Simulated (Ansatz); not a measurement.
System: 1T (CdI2-type) MgI2. Method: PBE-D3(BJ) in Ansatz (plane waves, PAW).

Run with plane-wave cutoff 520 eV, 12×12×6 k mesh (along the axes of the cell as run), Fermi–Dirac smearing 0.01 eV, scalar-relativistic PAW data made under PBE.

Energies at three volumes about the minimum:

```tsv
V (Å³/atom)	E − E_lowest (meV/atom)
32.871	0.72
33.542	0.00
34.213	0.62
```

**Question.** Fit a parabola by hand: where is the minimum, and what is the bulk modulus?

**Answer.** Slopes: (0.00 − 0.72)/(33.542 − 32.871) = -1.073 and (0.62 − 0.00)/(34.213 − 33.542) = 0.924 meV/Å³. Curvature E″ = 2 × (0.924 − (-1.073))/(34.213 − 32.871) = 2.976 meV/Å⁶. From the middle of the first interval, the slope vanishes at V0 = 33.2065 − (-1.073)/2.976 = 33.567 Å³/atom. B = V0 E″ = 33.567 × 2.976 meV/Å³ × 0.1602 GPa per meV/Å³ = 16.0 GPa. The full Birch–Murnaghan fit to all volumes gives V0 = 33.541 Å³/atom and B0 = 15.9 GPa.

Shape and atoms are relaxed at each volume.

Note: the bulk modulus comes from volumes at which shape and atoms were relaxed.

Ansatz is a quantum-chemistry and plane-wave program.
